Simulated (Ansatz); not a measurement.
**SiC, pressure series**

Take SiC (space group P6_3mc, No. 186) as the base.

```
SiC
1.0
    3.09412     0.00000     0.00000
   -1.54706     2.67959     0.00000
    0.00000     0.00000    10.12917
Si C
4 4
Cartesian
  0.00000   0.00000   0.00313
  0.00000   0.00000   5.06771
  1.54706   0.89320   7.59944
  0.00000   1.78639   2.53486
  0.00000   0.00000   8.23354
  0.00000   0.00000   3.16895
  1.54706   0.89320   5.69476
  0.00000   1.78639   0.63018
```

Cell and atoms are relaxed at each pressure.

The values are results of PBE/PAW in Ansatz (a program for electronic structure), spin-orbit coupling left out, earlier PAW set, not measurements.

```csv
pressure (GPa),volume per atom (Å³/atom)
-2,10.598
-1,10.547
0,10.498
3,?
7,10.179
15,9.864
30,9.377
75,8.364
100,7.963
```

Q: Fit the third-order Birch–Murnaghan form P(V) = (3B₀/2)[(V₀/V)^(7/3) − (V₀/V)^(5/3)]·[1 + (3/4)(B₀′ − 4)((V₀/V)^(2/3) − 1)] (squares taken in P) to the rows shown and predict the withheld row.

A: Least squares on the printed values gives V₀ = 10.497 Å³/atom, B₀ = 215 GPa, B₀′ = 3.8; this predicts 10.355 Å³/atom, and the run gives 10.355 Å³/atom, in agreement.

Load acts through the strain it causes; cell and atoms are relaxed under it. Stability against distortions was not tested. Competing high-pressure phases were not computed.
